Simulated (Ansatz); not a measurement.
System: MgCd₂P₂ (model structure, started from the CaAl2Si2 type, P-3m1, No. 164, 5 atoms in the cell). Method: PBEsol+SOC in Ansatz (PAW).

Run with plane-wave cutoff 520 eV, 18×18×8 k mesh (along the axes of the cell as run), Fermi–Dirac smearing 0.05 eV, PAW data made under PBE.

Cell (relaxed with PBEsol):

```xyz
5
Lattice="4.1519 0.0000 0.0000 -2.0759 3.5956 0.0000 0.0000 0.0000 6.7190" Properties=species:S:1:pos:R:3 pbc="T T T"
Mg     0.0000     0.0000     0.0000
Cd     0.0000     2.3971     4.2671
Cd     2.0759     1.1985     2.4519
P      0.0000     2.3971     1.4620
P      2.0759     1.1985     5.2570
```

### Question
Predict the band gap.

### Answer

- band gap = 0.35 eV (on the SCF k mesh)

Note: the relaxation could raise the start's symmetry but not lower it, so the cell can be a saddle point.

The computed numbers hold no vibrational or temperature effects.

A model structure was made by putting elements into a prototype or built by hand; it is no filed structure, need not be a known phase, and can be a saddle point held by its symmetry.

Ansatz is an electronic-structure program.
